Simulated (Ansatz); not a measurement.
# Pressure series in W

Consider W in the bcc (W type) structure (space group Im-3m, No. 229; a = 3.184 Å).

Cell and atoms are relaxed at each pressure.

Calculations: DFT with PBE, PAW potentials and a 420 eV plane-wave cutoff in Ansatz (an electronic-structure program), scalar-relativistic without spin-orbit coupling, earlier PAW set.

Notes on the quantities. enthalpy: H = E + PV relative to the base's energy.

```tsv
change	volume per atom	enthalpy
base	16.13 Å³	–
pressure −2 GPa	16.24 Å³	-0.20 eV/atom
pressure −1 GPa	16.19 Å³	-0.10 eV/atom
pressure 0.9 GPa	16.09 Å³	+0.09 eV/atom
pressure 2.1 GPa	…	+0.21 eV/atom
pressure 4.5 GPa	15.91 Å³	+0.45 eV/atom
pressure 9 GPa	15.69 Å³	+0.89 eV/atom
pressure 15 GPa	15.43 Å³	+1.48 eV/atom
pressure 22.5 GPa	15.13 Å³	+2.19 eV/atom
pressure 30 GPa	14.85 Å³	+2.89 eV/atom
```

### Question
What belongs in the blanks?

### Answer

- pressure 2.1 GPa, volume per atom: 16.03 Å³

Load acts through the strain it causes; cell and atoms are relaxed under it. No phonon test of stability was made. No other phases were tried under pressure. All final runs are without spin polarisation.
